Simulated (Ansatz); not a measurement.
The parent structure is HfS$_{2}$ in the CdI2 type structure (space group P-3m1, No. 164; a = 3.606 Å, c = 5.768 Å; layered, stacked along the Cartesian z axis). Axes: x lies along a and z along c of the hexagonal cell.

All numbers come from Kohn–Sham DFT with the PBE-D3(BJ) functional, run in Ansatz (a program for electronic structure) with PAW and 420 eV plane waves, no spin-orbit coupling.

One thing is altered: the cell is scaled by 0.9922 in all directions; the atoms relax in the strained cell.

Problem. Predict the stress tensor and what it implies for the stiffness.

Solution. Stress of the strained cell less that of the base (GPa, compression positive):
```
   1.45    0.00    0.00
   0.00    1.45    0.00
   0.00    0.00    0.52
```

Then B = −ΔP/(ΔV/V₀) with ΔV/V₀ = -0.0232 gives secant stiffness values (nonlinear terms included at this strain): B (at held cell shape, above the free-shape value) ≈ 49 GPa.

No phonon test of stability was made.
